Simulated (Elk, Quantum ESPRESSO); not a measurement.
# Equation of state of rock-salt CaS (space group 225): energy against volume (Elk, LDA)

```
CaS
1.0
    0.00000     2.73435     2.73435
    2.73435     0.00000     2.73435
    2.73435     2.73435     0.00000
Ca S
1 1
Direct
  0.00000   0.00000   0.00000
  0.50000   0.50000   0.50000
```

Method of the run: LDA (PW92), all-electron FP-LAPW, Elk's shipped species files, default APW+lo basis in Elk. Settings: xctype = 3; rgkmax = 7.98; stype = 3; swidth = 0.000367493 Ha; ngridk = 10 10 10; sphere radii = {Ca: 2.4, S: 2.2} bohr. The cell above is the first row's. The rows scale it uniformly. In all rows fractional positions and the k mesh are held. E is the free energy at the stated smearing, counted from the lowest row.

| V (Å^3/atom) | E (meV/atom) |
|---|---|
| 20.444 | ? |
| 20.888 | 3.75 |
| 21.333 | 0.00 |
| 21.777 | 0.31 |
| 22.222 | 4.65 |
| 22.666 | 12.26 |
| 23.110 | 23.09 |
| 23.555 | 36.46 |
| 23.999 | 52.54 |

### Question
Using the third-order Birch-Murnaghan form, a cubic in V^(-2/3), estimate the missing E at V = 20.444 from the other rows, showing the fit.

### Answer
With u = V^(-2/3) - 0.126, the rows have u = 0.005847, 0.004007, 0.002233, 0.000516, -0.001142, -0.002746, -0.004304, -0.005809. Least squares gives E = 6.633 - 4221.9·u + 635501·u² + 444115·u³. Residuals (row less fit): -0.012, 0.052, -0.069, 0.026, -0.023, 0.081, -0.081, 0.024; standard error 0.075 (degrees of freedom: 4). Its minimum lies at u = 0.003310, so V0 = (0.129310)^(-3/2) = 21.51. There d²E/du² = 1280000 and d³E/du³ = 2665000, so B0 = (4/9) × 21.51^(-7/3) × 1280000 × 0.160218 = 70.9 GPa (the last factor turns the table's units into GPa), and B0' = 4 + (2/3) × 0.129310 × (2665000)/1280000 = 4.2. At the withheld row, u = 0.007749, so E = 6.633 - 4221.9 × 0.007749 + 635501 × 0.007749² + 444115 × 0.007749³ = 12.284 meV/atom. The calculation gives 12.43 meV/atom, 0.146 meV/atom above the prediction (0.3 % of the range of E in the table). The row lies outside the fitted rows, so this is an extrapolation. From the scatter of the fitted rows alone, a prediction at this place has a standard error of 0.222 meV/atom, so the miss is 0.7 times that.

Carrying the step between the two nearest rows on in a straight line would have given 7.49, off by 4.94; series whose last step already gives the withheld value aren't shown. The scan was laid around a cell of about the measured size, scaled by a guess for this functional. The runs keep the symmetry of the cell, so they don't test it for distortions. A plane-wave scan with the same functional (Quantum ESPRESSO, GBRV) gives V0 = 21.53 Å^3/atom and B0 = 67.6 GPa; a Birch-Murnaghan fit to all rows here lies -0.1 % from it in V0 and 5 % in B0; the two differ in basis, and may differ in potentials and mesh. Values depend on the basis (sphere radii, cutoffs, local orbitals), which need not be converged. Sphere radii are the same in all rows. Cutoffs and mesh are single choices, not tested for convergence of this quantity. Series with a scatter that would blur these digits, or in which a gap closes, are not shown. Nor are scans whose minimum lies at an end fitted in this form.
